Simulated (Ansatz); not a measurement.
Computed with PBE (plane waves to 420 eV, PAW; Ansatz, a quantum-chemistry and plane-wave program).

Plane-averaged electrostatic potential energy along the normal, in eV from the Fermi level, for Pt on the 1x1 (111) surface of fcc Ni, ferromagnetic, one in a 2x2 cell, started at the site 'bridge Ni-Ni (span 2.5 Å)':

(z (Å), V (eV)): (5.38, 5.06); (5.67, 5.06); (5.95, 5.06); (6.23, 5.06); (6.52, 5.05); (6.80, 5.04); (7.08, 5.02); (7.37, 4.96); (7.65, 4.86); (7.93, 4.63); (8.22, 4.15); (8.50, 3.16); (8.78, 1.03); (9.07, -5.02); (9.35, -14.26); (9.63, -20.24); (9.92, -19.00); (10.20, -11.39); (10.48, -3.01); (10.77, -0.51); (11.05, -4.84); (11.33, -13.79); (11.62, -20.14); (11.90, -19.53); (12.18, -12.33); (12.47, -3.64); (12.75, -0.35); (13.03, -3.57); (13.32, -12.24); (13.60, -19.47); (13.88, -20.14); (14.17, -13.83); (14.45, -4.86); (14.73, -0.42); (15.02, -2.59); (15.30, -10.73); (15.58, -18.62); (15.87, -20.47); (16.15, -15.08); (16.43, -6.02); (16.72, -0.15); (17.00, 0.00); (17.28, -2.00); (17.57, -3.53); (17.85, -3.41); (18.13, -1.53); (18.42, 1.27); (18.70, 3.20); (18.98, 3.89); (19.27, 4.19); (19.55, 4.32); (19.83, 4.38); (20.12, 4.41); (20.40, 4.43); (20.68, 4.43); (20.97, 4.43); (21.25, 4.44); (21.53, 4.44); (21.82, 4.44); (22.10, 4.44)

Set-up: 17 atoms, 6.0 Å thick at the start under the adsorbate (thin: gaps and levels are the slab's own); mesh 7x7x1; 0.1 eV smearing; dipole correction on; 8 atoms held, the rest relaxed; held to the start's symmetry, so lower structures may exist; spin-polarised, no spin-orbit, no U, no dispersion correction. At the end it is bonded to 3 Ni. In PBE it is, or lies within 0.03 eV of, the lowest of the starts that converged.

Problem. The surface cell has an area of 21.45 Å². What dipole along the normal does the step between the two vacuum levels imply?

Solution. the top vacuum level lies 0.63 eV below the bottom one; p = −ε₀ A ΔV (ε₀ = 0.005526 e/(V·Å)) gives 0.07 e·Å a cell.
